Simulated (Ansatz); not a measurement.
CsCl-type RuAl, treated with HSE06-D3(BJ) (Ansatz, a first-principles code, PAW).

Settings: plane-wave cutoff 460 eV, 10×10×10 k mesh, Fermi–Dirac smearing 0.05 eV, no spin polarisation, scalar-relativistic PAW data made under PBE.

Computed points:

```json
[
 {"V (Å³/atom)": "12.001", "E − E_lowest (meV/atom)": "26.25", "P (GPa)": "14.20"},
 {"V (Å³/atom)": "12.317", "E − E_lowest (meV/atom)": "5.89", "P (GPa)": "6.63"},
 {"V (Å³/atom)": "12.543", "E − E_lowest (meV/atom)": "0.00", "P (GPa)": "1.79"},
 {"V (Å³/atom)": "12.949", "E − E_lowest (meV/atom)": "5.34", "P (GPa)": "-5.80"},
 {"V (Å³/atom)": "13.248", "E − E_lowest (meV/atom)": "20.80", "P (GPa)": "-10.63"}
]
```

**Question.** Estimate the bulk modulus and its pressure derivative from these points.

**Answer.** V0 = 12.633 Å³/atom, B0 = 248 GPa, B′ = 4.3 (fit to the energies at full precision).

Note: the run has no spin polarisation, so it can have missed a magnetic state.

The computed numbers hold no vibrational or temperature effects.

The result took roughly 6 core-minutes.
